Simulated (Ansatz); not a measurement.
Input and output of a self-consistent single point for LaPd₃ (Pm-3m, 4 atoms in the cell) (Ansatz, a quantum-chemistry and plane-wave program)

Level of theory: PBEsol, default PAW files made with PBE (plane waves; Ansatz).

Input:

Ansatz 0.2 input:
```yaml
crystal:
  lattice:
    - [4.22800000, 0.00000000, 0.00000000]
    - [0.00000000, 4.22800000, 0.00000000]
    - [0.00000000, 0.00000000, 4.22800000]
  atoms:
    - { symbol: La, position: [0.00000000, 0.00000000, 0.00000000] }
    - { symbol: Pd, position: [0.00000000, 0.50000000, 0.50000000] }
    - { symbol: Pd, position: [0.50000000, 0.00000000, 0.50000000] }
    - { symbol: Pd, position: [0.50000000, 0.50000000, 0.00000000] }
basis:
  ecutwfc: 420.0
kpoints:
  mp_grid:
    grid: [6, 6, 6]
hamiltonian:
  xc: pbesol
  pseudopotentials:
    kind: paw
scf:
  occupations:
    method: gaussian
    width: 0.05
output:
  forces: true
  eigenvalues: true
  stress: true
```

Output (repeated stretches shortened):

```
WARN ansatz: RAYON_NUM_THREADS=1 ignored (pool sized by the plan → 1); use --threads N
Pseudopotentials: kind: paw
Pseudopotential: La, paw, valence charge 11
Pseudopotential: Pd, paw, valence charge 18
Crystal: 4 atoms, lattice volume = 75.580 Å³
Basis set: ecut = 420 eV, 1419 PW (Γ), exchange–correlation on 60×60×60 points (8 copies of the dense FFT grid, shifted against one another)
Bands: 39, of which v1, the nominal top of the filled ones, is band 33 counted from 1 (32 counted from 0)
Symmetry: 48 space group operations
Space group: Pm-3m (ITA 221), of the structure as read, at distance tolerance 4.2e-5 Å
k-points: 20 of 216
PAW frozen core: La, regenerated for the run's functional, and the local potential with it
PAW frozen core: Pd, regenerated for the run's functional, and the local potential with it
Initial density: superposition of atomic densities (neutral atoms: chi_scale 0, normalization atom), corrected by the library's trained network
Initial wavefunctions: pseudopotential atomic-orbital guess
Eigensolver: davidson
Functional: x = pbesol(κ = 0.804, μ = 0.12345679012345678), c = pbesol(β = 0.046)
SCF iter   1: F=—  HF=-26884.243071 eV  |F-HF|=—  |Δ(HF+E_count)|=         —  Δρ=1.09e-2  dr2=1.15e-1  ethr=1.77e-3  ⟨swp⟩=4.5  Hψ=2671  notcnv=0
all-band conjugate gradients solve this SCF's bands
preconditioner: auto → Resta (q_TF=auto, 2.661 Å⁻¹)
SCF iter   2: F=—  HF=-26884.223144 eV  |F-HF|=—  |Δ(HF+E_count)|=   1.99e-2  Δρ=2.93e-3  dr2=8.75e-3  ethr=1.77e-4  ⟨swp⟩=2.4  Hψ=1606  notcnv=0  defer=34
SCF iter   3: F=—  HF=-26884.221525 eV  |F-HF|=—  |Δ(HF+E_count)|=   1.62e-3  Δρ=7.93e-4  dr2=4.33e-4  ethr=1.35e-5  ⟨swp⟩=2.0  Hψ=1125  notcnv=0  defer=34
SCF iter   4: F=—  HF=-26884.221439 eV  |F-HF|=—  |Δ(HF+E_count)|=   8.63e-5  Δρ=1.39e-4  dr2=1.11e-5  ethr=6.67e-7  ⟨swp⟩=2.0  Hψ=1249  notcnv=0  defer=34
SCF iter   5: F=—  HF=-26884.221501 eV  |F-HF|=—  |Δ(HF+E_count)|=   6.26e-5  Δρ=3.44e-5  dr2=7.17e-7  ethr=1.71e-8  ⟨swp⟩=2.2  Hψ=1291  notcnv=0  defer=34
SCF iter   6: F=-26884.221501 eV  HF=-26884.221501 eV  |F-HF|=7.36e-9  |Δ(HF+E_count)|=   7.98e-8  Δρ=5.36e-6  dr2=2.20e-8  ethr=1.54e-10  ⟨swp⟩=9.4  Hψ=3577  notcnv=0
SCF 1 converged in 6 iterations: F = -26884.221501 eV  dr2 = 2.20e-8
SCF converged after 6 iterations
Free energy (F): -26884.221501 eV
Harris-Foulkes:  -26884.221501 eV  (|F-HF|=7.36e-9)
Internal energy: -26884.218737 eV  (E = F + TS)
E sigma→0 (E₀):  -26884.220119 eV
Entropy (-TS):   -0.002765 eV (-0.691 meV/atom)
Fermi energy:    16.595497 eV
--- Per-component energies (eV) ---
  E_band       = -550.638537
  E_kinetic    = 1739.527701
  E_local      = -6724.002204  (includes V_loc(G=0)·N_el)
  E_nonlocal   = 756.349926
  E_hartree    = 2759.219736
  E_xc         = -642.190093
  E_vxc        = -781.751459  (∫ρ·V_xc dr)
  E_paw        = -16386.402000  (= ΣΔE_a)
  E_vpaw       = -1059.193532  (= ΣTr[D̂ρ^β])
  E_aug_tail   = 0.000706  (compensation charges beyond the density's cutoff)
  E_ewald      = -8387.799591
  E_core_change = 1.077082  (= ΣΔE_core)
  E_smearing   = -0.002765  (= −TS)
  E_closure    = -0.000000  (closes the sum)
  Σ components = -26884.221501   (vs F -26884.221501, Δ=0.00e0)
--- Forces (eV/Å), atoms counted from 1 ---
  atom   1  La    -0.00000000     0.00000000     0.00000000
   [... zero for the other atoms too ...]
  max |Σ_I F_I| component: 8.47e-29 eV/Å
--- Stress (GPa, compression-positive) ---
       -5.918110       0.000000       0.000000
        0.000000      -5.918110       0.000000
       -0.000000       0.000000      -5.918110
  P = ⅓ Tr σ = -5.9181 GPa (-59.181 kbar)
  The stress holds the Pulay correction. Without it, at fixed plane waves, as pw.x and ABINIT print it: P = -5.9435 GPa
--- Band table (eV; the first three rows and the last of 20) ---
  k-point 0: bands = ["-67.2150", "-67.1978", "-67.1978", "-33.0479", "-33.0479", "-33.0479", "-33.0144", "-33.0144", "-33.0144", "-32.8410", "-32.8410", "-32.8410", "-14.9547", "1.2814", "1.2814", "1.2814", "11.1603", "11.9693", "11.9693", [...]
  k-point 1: bands = ["-67.2140", "-67.1988", "-67.1978", "-33.0448", "-33.0448", "-33.0443", "-33.0155", "-33.0155", "-33.0146", "-32.8452", "-32.8429", "-32.8429", "-14.9472", "1.1566", "1.2697", "1.2697", "11.5031", "12.1688", "12.2253", [...]
  k-point 2: bands = ["-67.2114", "-67.2014", "-67.1978", "-33.0374", "-33.0374", "-33.0368", "-33.0190", "-33.0190", "-33.0151", "-32.8542", "-32.8468", "-32.8468", "-14.9320", "0.9217", "1.2463", "1.2463", "12.3166", "12.6785", "12.7815", [...]
  k-point 19: bands = ["-67.2035", "-67.2035", "-67.2035", "-33.0726", "-33.0726", "-33.0726", "-32.9746", "-32.9746", "-32.9746", "-32.9528", "-32.8115", "-32.8115", "-14.9025", "1.0387", "1.0387", "1.0387", "12.1836", "12.1836", "12.1836", [...]
```

The run converged in 6 iterations.

The starting cell comes from a database of published, mostly measured structures (it also holds non-ambient and calculated ones), without a prior relaxation at this level. Spin polarisation is off. With a pressure of about -6 GPa the cell is away from its equilibrium volume at this level. Ansatz's pressure includes its estimate of the finite-basis (Pulay) stress.
